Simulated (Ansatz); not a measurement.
Amorphous Ga₂₄O₃₇Li₂, 63 atoms at 4.85 g/cm³, one PBE-relaxed geometry, zone centre. Methods: PBE, scalar-relativistic without spin-orbit coupling (Ansatz, a program for electronic structure); r2SCAN, scalar-relativistic without spin-orbit coupling (Ansatz); HSE06, scalar-relativistic without spin-orbit coupling (Ansatz). Plane waves to 420 eV (r2SCAN 500 eV); exact exchange is cut at the cell's faces. At PBE the levels at the filled edge of the gap are localised (band-tail or defect states), and the nearest spread-out levels lie 2.0 eV apart at the zone centre. All rungs ran without spin polarisation.

A CHGNet melt-quench gave the starting glass, which DFT then relaxed. O atoms were pushed apart under 1.9 Å during the dynamics, to hinder bonds among them. The hot cell started wider than the set density and was brought back towards it in steps. It is the lowest in DFT energy of 2 quenches. It is a model cell: composition and starting density were chosen by hand, and all elements were melted together. No dispersion term was used. Its density started from a set value of 4.91 and ended at 4.85 g/cm³. The quench (nominally 220 K/ps over its main leg) was far faster than any real one, so the model tends to hold more defects than a real film. A cell of this size samples the disorder only roughly. Volume and shape were free in the relaxation.

The relaxation ran on the zone centre alone. At PBE the level gap is 1.55 eV on a 2×2×2 Γ-centred mesh, and the spacing at the zone centre alone 1.55 eV.

What zone-centre spacing does r2SCAN give, roughly?

2.09 eV (+0.54 eV against PBE).

What zone-centre spacing does HSE06 give, roughly?

3.25 eV (+1.70 eV against PBE).

The highest filled and the lowest empty state spread over these numbers of atoms (participation numbers): PBE: 5.3 and 58.4; r2SCAN: 5.1 and 57.9; HSE06: 4.5 and 58.0.
